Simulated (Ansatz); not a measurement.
Take Y in the hcp (Mg type) structure (space group P6_3/mmc, No. 194; relaxed with 0.1 eV smearing) as the base.

```
CELL_PARAMETERS angstrom
      3.59431     0.00000     0.00000
     -1.79716     3.11277     0.00000
      0.00000     0.00000     5.60992
ATOMIC_POSITIONS crystal
  Y  0.66667 0.33333 0.75000
  Y  0.33333 0.66667 0.25000
```

The values are results of Kohn–Sham DFT with the PBEsol functional, run in Ansatz (a first-principles code) with PAW and 420 eV plane waves, no spin-orbit coupling, not measurements.

Strains are applied to the cell and any free atomic positions relax.

One change was made to it. Results:

```json
[
 {"quantity": "energy relative to the base (free energy F)", "base": "0 meV/atom", "after": "+8.6 meV/atom"},
 {"quantity": "pressure (mean of the normal stresses, compression positive)", "base": "0.0 GPa", "after": "2.0 GPa"}
]
```

Q: Which change produced these results?
A) isotropic strain −1.00 %
B) isotropic strain −1.50 %
C) isotropic strain −0.50 %
D) isotropic strain +3.00 %

A: B, isotropic strain −1.50 %. For comparison, the energy relative to the base in the other runs: isotropic strain +3.00 % gives +32 meV/atom; isotropic strain −1.00 % gives +3.8 meV/atom; isotropic strain −0.50 % gives +0.9 meV/atom.

Whether these cells are dynamically stable was not tested. All final runs are without spin polarisation.
